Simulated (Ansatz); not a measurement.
## Effect of pressure 1.8 GPa on NiSi

The reference is NiSi (space group Pnma, No. 62; a = 5.190 Å, b = 3.350 Å, c = 5.624 Å; non-magnetic).

One thing is altered: a hydrostatic pressure of 1.8 GPa.

Method: Ansatz (a first-principles code), PBE, PAW, cutoff 420 eV, no spin-orbit coupling. Settings: 9×14×8 k-points, 0.05 eV Fermi–Dirac smearing.

The volume per atom drops by 0.13 Å³ to 12.09 Å³ and the density rises by 0.063 g/cm³ to 5.96 g/cm³. The shortest interatomic distance shrinks by 0.006 Å to 2.282 Å and the enthalpy H = E + PV relative to the base's energy is +0.14 eV/atom. The band gap is still zero.

Final structure:

```
NiSi
1.0
    5.17348     0.00000     0.00000
    0.00000     3.34016     0.00000
    0.00000     0.00000     5.59935
Ni Si
4 4
Cartesian
  2.63002   0.83504   3.85057
  0.04328   0.83504   4.54845
  2.54346   2.50512   1.74878
  5.13020   2.50512   1.05090
  3.51130   0.83504   0.46495
  0.92456   0.83504   2.33472
  1.66218   2.50512   5.13440
  4.24893   2.50512   3.26463
```

Load acts through the strain it causes; cell and atoms are relaxed under it. Stability against distortions was not tested. Starting moments died away, wholly or in part, for the base; another magnetic solution may exist. The final runs are not spin-polarised.
